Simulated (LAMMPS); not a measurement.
Ni (fcc) at 1900 K and zero pressure, started from the melt, with several potentials, in cells of their own sizes.

Interatomic potentials used:
- EAM-type CuNi.eam.alloy: classical MD, pair style eam/alloy, file CuNi.eam.alloy (LAMMPS); Onat and Durukanoglu, J Phys Cond Matt, 26, 035404 (2014)
- EAM-type Ni.adp: classical MD, pair style adp, file Ni.adp (LAMMPS); Mishin et al, Acta Mater, 53, 4029 (2005)
- EAM-type NiAlH_jea.eam.alloy: classical MD, pair style eam/alloy, file NiAlH_jea.eam.alloy (LAMMPS); Moody and Baskes, Modell Sim Mater Sci Eng, 3, 289-307 (1995)
- EAM-type smf7: classical MD, pair style eam, the elements' _smf7.eam files (smf7) (LAMMPS); Foiles, Phys Rev B 32, 7685 (1985)
- EAM-type universal-3 set of Foiles, Baskes and Daw: classical MD, pair style eam, the elements' _u3.eam files (universal-3 set of Foiles, Baskes and Daw) (LAMMPS); Foiles et al, Phys Rev B, 33, 7983 (1986)
- MEAM MoCoNiVFeAlCr_2nn.meam: classical MD, pair style meam, file MoCoNiVFeAlCr_2nn.meam (LAMMPS); Wang, J., Kwon, H., Kim, H.S. et al. A neural network model for high entropy alloy design. npj Comput Mater 9, 60 (2023).
- MEAM Ni.meam: classical MD, pair style meam, file Ni.meam (LAMMPS)
- MEAM library.meam-Ni: classical MD, pair style meam, file library.meam (library.meam-Ni) (LAMMPS); Baskes, Phys Rev B, 46, 2727-2742 (1992)
- SNAP Ni_Zuo_JPCA2020.quadratic.snap: MD with a machine-learned potential, pair style snap, file Ni_Zuo_JPCA2020.quadratic.snap (LAMMPS); Y. Zuo, C. Chen, X, Li, Z. Deng, Y. Chen, J. Behler, G. Csányi, A. V. Shapeev, A. P. Thompson, M. A. Wood, S. P. Ong, "Performance and Cost Assessment of Machine Learning Interatomic Potentials" J. Phys. Chem. A 124, 4, 731-745 (2020)
- SNAP Ni_Zuo_JPCA2020.snap: MD with a machine-learned potential, pair style snap, file Ni_Zuo_JPCA2020.snap (LAMMPS); Y. Zuo, C. Chen, X, Li, Z. Deng, Y. Chen, J. Behler, G. Csányi, A. V. Shapeev, A. P. Thompson, M. A. Wood, S. P. Ong, "Performance and Cost Assessment of Machine Learning Interatomic Potentials" J. Phys. Chem. A 124, 4, 731-745 (2020)

```tsv
potential	state	volume	first peak of g(r)	coordination number	self-diffusion coefficient of Ni (not corrected for cell size)	mean phonon frequency	rough cost (ms per atom and simulated ps)
EAM-type CuNi.eam.alloy	liquid	12.7929 ± 0.0006 Å³/atom	2.42 Å, height 2.6	13.0 (counted to 3.46 Å)	(5.95 ± 0.09) × 10^-5 cm²/s	4.9 THz	0.3 to 1
EAM-type Ni.adp	liquid	12.440 ± 0.003 Å³/atom	2.46 Å, height 2.8	12.9 (counted to 3.42 Å)	(3.7 ± 0.4) × 10^-5 cm²/s	4.9 THz	1 to 3
EAM-type NiAlH_jea.eam.alloy	liquid	12.8866 ± 0.0009 Å³/atom	2.45 Å, height 2.5	12.8 (counted to 3.42 Å)	(6.47 ± 0.09) × 10^-5 cm²/s	4.8 THz	1 to 3
EAM-type smf7	liquid	12.863 ± 0.001 Å³/atom	2.45 Å, height 2.8	12.8 (counted to 3.42 Å)	(4.23 ± 0.09) × 10^-5 cm²/s	5.4 THz	1 to 3
EAM-type universal-3 set of Foiles, Baskes and Daw	liquid	13.083 ± 0.002 Å³/atom	2.44 Å, height 2.7	12.9 (counted to 3.46 Å)	(5.11 ± 0.09) × 10^-5 cm²/s	5.2 THz	1 to 3
MEAM MoCoNiVFeAlCr_2nn.meam	liquid	12.878 ± 0.007 Å³/atom	2.44 Å, height 2.8	11.9 (counted to 3.30 Å)	(3.77 ± 0.10) × 10^-5 cm²/s	5.5 THz	3 to 10
MEAM Ni.meam	liquid	13.01 ± 0.01 Å³/atom	2.45 Å, height 3.0	10.1 (counted to 3.10 Å)	(3.2 ± 0.1) × 10^-5 cm²/s	6.9 THz	1 to 3
MEAM library.meam-Ni	liquid	12.698 ± 0.007 Å³/atom	2.48 Å, height 3.1	9.9 (counted to 3.02 Å)	(1.41 ± 0.02) × 10^-5 cm²/s	7.6 THz	1 to 3
SNAP Ni_Zuo_JPCA2020.quadratic.snap	liquid	12.52 ± 0.01 Å³/atom	2.40 Å, height 2.7	13.0 (counted to 3.42 Å)	(4.8 ± 0.2) × 10^-5 cm²/s	-	30 to 100
SNAP Ni_Zuo_JPCA2020.snap	liquid	12.037 ± 0.005 Å³/atom	2.40 Å, height 2.8	13.1 (counted to 3.38 Å)	(3.9 ± 0.1) × 10^-5 cm²/s	-	30 to 100
```

Costs are rough: whole-run CPU time with set-up and analysis, from shared machines, in bands a factor of about three wide.

Caution (row MEAM MoCoNiVFeAlCr_2nn.meam): this liquid lies under the melting point of about 2030 K that MEAM MoCoNiVFeAlCr_2nn.meam gives, so it is undercooled.

Caution (rows MEAM Ni.meam; SNAP Ni_Zuo_JPCA2020.quadratic.snap; SNAP Ni_Zuo_JPCA2020.snap): a run this short can hold a crystal over, or a liquid under, the potential's own melting point, which these runs don't give.

Caution: the potential MEAM library.meam-Ni is a first-neighbour MEAM set with a 4 Å cutoff, used here without a parameter file and away from the static properties it was fitted to.

Caution (row MEAM library.meam-Ni): this liquid lies under the melting point of about 2130 K that MEAM library.meam-Ni gives, so it is undercooled.

States go by the mean squared displacement: a species diffuses where it passes 1.5 Å², still rises and gives D over 1e-6 cm²/s; a crystal has left its structure where atoms lie 0.35 Å off their sites on average or a cubic box changes its shape by 3 %, or the axial ratios of another lie 8 % off the starting cell's, which the potential's own relaxation can also do.

Errors of D are the spread over four groups of atoms in one short run; a floor of about 5 %, a picked value, is safer.

Uncertainties are statistical and leave out the potential's own error.
